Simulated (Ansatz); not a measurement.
# Response to strain in BP

Start from BP in the zinc blende structure (space group F-43m, No. 216).

```xyz
2
Lattice="0.0000 2.2453 2.2453 2.2453 0.0000 2.2453 2.2453 2.2453 0.0000" Properties=species:S:1:pos:R:3 pbc="T T T"
B      0.0000     0.0000     0.0000
P      1.1226     1.1226     1.1226
```

Cartesian axes are those of the cell as printed.

Strains are applied to the cell and any free atomic positions relax.

Computed with DFT with LDA, PAW potentials and a 420 eV plane-wave cutoff in Ansatz (an electronic-structure program), spin-orbit coupling left out.

Candidates:
(a) uniaxial strain ε_zz = −2.00 %
(b) uniaxial strain ε_zz = +2.50 %
(c) uniaxial strain ε_zz = −2.50 %
(d) uniaxial strain ε_zz = +3.00 %

For the base:

| Quantity | Value |
|---|---|
| Band gap | 1.14 eV |

Problem. Order them by band gap, lowest first.

Solution. (c) uniaxial strain ε_zz = −2.50 % (0.73 eV), (a) uniaxial strain ε_zz = −2.00 % (0.81 eV), (d) uniaxial strain ε_zz = +3.00 % (0.97 eV), (b) uniaxial strain ε_zz = +2.50 % (1.00 eV)

Whether these cells are dynamically stable was not tested.
